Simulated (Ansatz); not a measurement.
SrZrO3 (P4mm, No. 99, 5 atoms in the cell; start mp-1068742; a measured phase of this formula has another space group) was calculated with HSE06+SOC (plane waves, PAW; Ansatz, a first-principles code).

Settings: plane-wave cutoff 460 eV, 6×6×6 k mesh, Fermi–Dirac smearing 0.01 eV, PAW data made under PBE.

Cell (relaxed with PBEsol):

```yaml
crystal:
  lattice:
    - [4.11103, 0.00000, 0.00000]
    - [0.00000, 4.11103, 0.00000]
    - [0.00000, 0.00000, 4.19217]
  atoms:
    - { symbol: Sr, position: [0.50000, 0.50000, 0.55398] }
    - { symbol: Zr, position: [0.00000, 0.00000, 0.00411] }
    - { symbol: O, position: [0.00000, 0.00000, 0.48195] }
    - { symbol: O, position: [0.50000, 0.00000, 0.95198] }
    - { symbol: O, position: [0.00000, 0.50000, 0.95198] }
```

**Question.** Estimate the band gap and smallest direct gap on the k points sampled that the calculation returns.

**Answer.** 
* **band gap**: 4.96 eV (on the SCF k mesh) (indirect)
* **smallest direct gap on the k points sampled**: 5.35 eV

Note: cell and atoms aren't relaxed at this level (pressure 1.0 GPa).

The computed numbers hold no vibrational or temperature effects.

Computing time: roughly 27 core-minutes.

A start named mp-… is a Materials Project structure, which need not be a measured phase.
